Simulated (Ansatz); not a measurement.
**Response to strain in BN**

Base system: BN in the zinc blende structure (space group F-43m, No. 216; a = 3.6097 Å). Axes: x, y, z lie along the cube axes.

Strains are applied to the cell and any free atomic positions relax.

Level of theory: r2SCAN, PAW, 500 eV (Ansatz, a first-principles code; no spin-orbit coupling).

Notes on the quantities. pressure: mean of the normal stresses, compression positive.

```
change                       smallest direct gap  band gap  pressure  shortest interatomic distance
---------------------------  -------------------  --------  --------  -----------------------------
base                                     9.59 eV   5.00 eV  0.00 GPa                        1.563 Å
tensor shear ε_xy = +0.86 %              9.32 eV   4.94 eV  0.14 GPa                        1.554 Å
tensor shear ε_xy = +2.00 %              8.96 eV   4.80 eV  0.73 GPa                        1.543 Å
tensor shear ε_xy = +1.14 %              9.23 eV   4.91 eV  0.24 GPa                        1.552 Å
tensor shear ε_xy = +0.57 %              9.41 eV   4.97 eV  0.06 GPa                        1.557 Å
tensor shear ε_xy = +0.29 %                  [?]       [?]  0.02 GPa                            [?]
tensor shear ε_xy = +1.43 %              9.14 eV   4.88 eV  0.37 GPa                        1.549 Å
tensor shear ε_xy = +1.71 %              9.05 eV   4.84 eV  0.53 GPa                        1.546 Å
```

Question: Some entries are withheld; estimate them.

Answer: 
- tensor shear ε_xy = +0.29 %, smallest direct gap: 9.50 eV
- tensor shear ε_xy = +0.29 %, band gap: 4.99 eV
- tensor shear ε_xy = +0.29 %, shortest interatomic distance: 1.560 Å

Gaps are Kohn–Sham eigenvalue differences; semilocal functionals usually give less than the measured gap. No phonon test of stability was made.
